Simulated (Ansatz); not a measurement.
# BP (model structure, started from the BN type, Pm-3n, No. 223, 12 atoms in the cell)

All values below come from r²SCAN in Ansatz (PAW).

Settings: plane-wave cutoff 560 eV, 6×6×6 k mesh, Fermi–Dirac smearing 0.01 eV, scalar-relativistic PAW data made under PBE.

Cell (relaxed with PBEsol):

Space group Pm-3n (No. 223); a = b = c = 5.562 Å, α = β = γ = 90.00°

```
atom  site  symmetry       x       y       z
----  ----  --------  ------  ------  ------
B       6c     -4m.2  0.0000  0.5000  0.2500
P       6d     -4m.2  0.0000  0.2500  0.5000
```

band gap: 0.64 eV (indirect)
smallest direct gap on the k points sampled: 1.11 eV
direct gap at Γ: 1.40 eV

Note: the relaxation could raise the start's symmetry but not lower it, so the cell can be a saddle point; cell and atoms aren't relaxed at this level (pressure 1.0 GPa).

The computed numbers hold no vibrational or temperature effects.

The result took roughly 50 core-seconds.

A model structure was made by putting elements into a prototype or built by hand; it is no filed structure, need not be a known phase, and can be a saddle point held by its symmetry.

Ansatz is a quantum-chemistry and plane-wave program.
